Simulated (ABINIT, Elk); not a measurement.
An ABINIT input for a self-consistent single point of Zr₂Al (I4/mcm, 6 atoms in the cell) (DFT, PBEsol, plane waves, norm-conserving pseudopotentials (PseudoDojo nc-sr-04 PBEsol standard)):

```
# Zr2Al, PseudoDojo nc-sr-04 PBEsol standard
pp_dirpath "./"
pseudos "Zr.upf, Al.upf"
acell 3*1.0 Angstrom
rprim
        -3.3351820000    3.3351820000    2.6192000000
         3.3351820000   -3.3351820000    2.6192000000
         3.3351820000    3.3351820000   -2.6192000000
natom 6
ntypat 2
znucl 40 13
typat 1 1 1 1 2 2
xcart
         1.0098931096    2.3252888904   -0.0000000000
         2.3252888904    1.0098931096    2.6192000000
         4.3450751096    1.0098931096   -0.0000000000
        -1.0098931096    2.3252888904    2.6192000000
        -0.0000000000   -0.0000000000    1.3096000000
        -0.0000000000   -0.0000000000    3.9288000000
      Angstrom
ecut 33
occopt 7
tsmear 0.00367493
nband 35
kptopt 1
ngkpt 5 5 5
nshiftk 1
shiftk 0 0 0
nstep 50
toldfe 1.0e-09
prtwf 0
prtden 0
enunit 2
```

Problem. Give the Elk input for the same structure, mesh, smearing and functional.

Solution. This is the input that was run; spellings and numerical settings could be chosen otherwise.

```
tasks
  0

xctype
  22

stype
  0

swidth
  0.00367493

maxscl
  100

avec
   -6.3025805558    6.3025805558    4.9495706656
    6.3025805558   -6.3025805558    4.9495706656
    6.3025805558    6.3025805558   -4.9495706656

sppath
  'species/'

atoms
  2
  'Zr.in'
  4
  0.3486000000  0.1514000000  0.5000000000    0.0 0.0 0.0
  0.6514000000  0.8486000000  0.5000000000    0.0 0.0 0.0
  0.1514000000  0.6514000000  0.8028000000    0.0 0.0 0.0
  0.8486000000  0.3486000000  0.1972000000    0.0 0.0 0.0
  'Al.in'
  2
  0.2500000000  0.2500000000  0.0000000000    0.0 0.0 0.0
  0.7500000000  0.7500000000  0.0000000000    0.0 0.0 0.0

ngridk
  5 5 5
```

Basis, cutoffs, solver keys and any potentials are the target program's own. This input uses DFT, PBEsol, all-electron FP-LAPW, Elk's shipped species files, default APW+lo basis.

The starting cell comes from a database of computed structures (which also holds hypothetical and non-ambient phases and stackings), without a prior relaxation at this level. Its lattice was rescaled by a random factor within 2.5 % of one. For this run, on top of that: lattice scaled by 0.98.
